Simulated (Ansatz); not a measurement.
# BC₇ (model structure, P-43m, No. 215, 8 atoms in the cell): lattice constant a by level of theory

No measured value is used here.

| level (code) | value (Å) |
|---|---|
| LDA (Ansatz) | 3.578 |
| PBE (Ansatz) | 3.619 |
| PBEsol (Ansatz) | 3.601 |
| r²SCAN (Ansatz) | 3.609 |

Cutoffs differ between the levels. Ansatz's density-functional and Hartree–Fock values are scalar-relativistic unless marked +SOC, with PAW data made under PBE.

A model structure was made by putting elements into a prototype or built by hand; it is no filed structure, need not be a known phase, and can be a saddle point held by its symmetry.

Ansatz is a quantum-chemistry and plane-wave program.
